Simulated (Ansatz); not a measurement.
Start from GaAs in the wurtzite structure (space group P6_3mc, No. 186; a = 3.988 Å, c = 6.576 Å; a cell from a computed database, its experimental status unchecked).

Perturbation: an isotropic linear strain of +0.98 %, atoms relaxed at fixed cell.

Levels (all Ansatz, a first-principles code, PAW): PBEsol (420 eV, no spin-orbit coupling); r2SCAN (500 eV, no SOC); HSE06 (420 eV, no SOC).

One geometry, relaxed with PBEsol, under each level:

| level | band gap | lowest conduction level above the VBM at special points | electron mass | pressure |
|---|---|---|---|---|
| PBEsol | 0.22 eV | Γ 0.22 eV; L 1.19 eV; M 1.26 eV; A 1.29 eV | – | -18.8 kbar |
| r2SCAN | 0.77 eV | Γ 0.77 eV; L 1.57 eV; M 1.63 eV; A 1.74 eV | 0.042 mₑ along c, 0.047 mₑ across (at Γ) | -16.7 kbar |
| HSE06 | ? | ? | – | – |

**Question.** Give the withheld HSE06 results.

**Answer.** 
- HSE06, band gap: 1.15 eV
- HSE06, lowest conduction level above the VBM at special points: Γ 1.15 eV; L 1.93 eV; M 1.97 eV

Single points use the geometry relaxed with PBEsol. Their cutoffs differ, which shifts pressures a little. Masses are band curvatures over ±0.01 Å⁻¹ around the edge. Stability against distortions was not tested. This is not the structure that GaAs has at room temperature and ambient pressure. A zero or small gap of GaAs under isotropic strain +0.98 % can be the functional's error rather than a property of the material.
